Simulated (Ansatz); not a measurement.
Bond-angle distributions (per cent of the angles at each element, bins of 10°) of a relaxed model of amorphous La$_{6}$Nb$_{12}$O$_{39}$ at 4.97 g/cm³. Computed with PBE, scalar-relativistic without spin-orbit coupling (plane waves to 420 eV, PAW; Ansatz, a program for electronic structure).

The cell was made by melting and quenching with the CHGNet potential and then relaxed with DFT. O atoms were pushed apart under 1.9 Å during the dynamics, to hinder bonds among them. The hot cell started wider than the set density and was brought back towards it in steps. It is the lowest in DFT energy of 2 quenches. It is a model cell: composition and starting density were chosen by hand, and all elements were melted together. No dispersion term was used. Its density started from a set value of 5.28 and ended at 4.97 g/cm³. Cooling (nominally 360 K/ps over its main leg) ran many orders faster than in experiment, which tends to leave more defects and strain. A cell of this size samples the disorder only roughly. Volume and shape were free in the relaxation.

Cut-offs for bonds: La-La 3.96 Å, La-Nb 3.54 Å, La-O 3.04 Å, Nb-Nb 3.12 Å, Nb-O 2.64 Å, O-O 1.58 Å. Two cations that share two anions don't count as bonded, nor two that share one unless they lie closer than La-La 3.85 Å, La-Nb 3.45 Å, Nb-Nb 3.04 Å.

```
angle (°)  at La  at Nb  at O
---------  -----  -----  ----
50-60          4      0     0
60-70         14      1     0
70-80         19     11     0
80-90         10     24     3
90-100         9     26    13
100-110        7     11    26
110-120        6     10     9
120-130        8      1    21
130-140        9      0    15
140-150       10      3     9
150-160        5      5     3
160-170        0      5     2
170-180        0      3     0
```

They go with these counts of neighbours within the cut-offs, cation contacts included: La mean 6.8, most often 6; Nb mean 5.4, most often 6; O mean 2.7, most often 2.
